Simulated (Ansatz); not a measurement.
The parent structure is Mo in the bcc (W type) structure (space group Im-3m, No. 229; a = 3.112 Å; relaxed with 0.1 eV smearing). Axes: x, y, z lie along the cube axes.

All numbers come from LDA (Ansatz, a program for electronic structure, PAW, spin-orbit coupling left out).

The change: the cell is compressed by 1.00 % along z with no lateral relaxation, atoms relaxed at fixed cell.

### Question
Predict the stress tensor and what it implies for the stiffness.

### Answer
Stress of the strained cell less that of the base (GPa, compression positive):
```
    1.9     0.0     0.0
    0.0     1.9     0.0
    0.0     0.0     5.3
```

Then −Δσ_ii/ε with ε = -0.0100 gives relaxed-ion elastic constants: C33 ≈ 532 GPa, C13 ≈ 186 GPa and C23 ≈ 186 GPa.

Stability against distortions was not tested. The final runs are not spin-polarised.
